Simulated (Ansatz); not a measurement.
Consider CoSn (space group P6/mmm, No. 191; non-magnetic).

```
CoSn
1.0
    5.29399     0.00000     0.00000
   -2.64700     4.58473     0.00000
    0.00000     0.00000     4.23543
Co Sn
3 3
Cartesian
  2.64700   0.00000   0.00000
  1.32350   2.29237   0.00000
 -1.32350   2.29237   0.00000
  0.00000   0.00000   0.00000
  0.00000   3.05649   2.11772
  2.64700   1.52824   2.11772
```

The values are results of PBE, PAW, 420 eV (Ansatz, an electronic-structure program; no spin-orbit coupling), not measurements.

One change was made to it. Results:

The volume per atom drops by 3.27 Å³ (17.13 Å³ → 13.86 Å³); the c/a ratio is nearly the same (0.800 against 0.799).

Problem. Which change produced these results?
A. pressure −2 GPa
B. pressure 1.8 GPa
C. pressure 4.2 GPa
D. pressure −1 GPa
E. pressure 45 GPa

Solution. E, pressure 45 GPa. For comparison, the volume per atom in the other runs: pressure 1.8 GPa gives 16.90 Å³; pressure 4.2 GPa gives 16.62 Å³; pressure −2 GPa gives 17.41 Å³; pressure −1 GPa gives 17.27 Å³.

Load acts through the strain it causes; cell and atoms are relaxed under it. No phonon test of stability was made. No other phases were tried under pressure. Starting moments died away, wholly or in part, for the base; another magnetic solution may exist. All final runs are without spin polarisation.
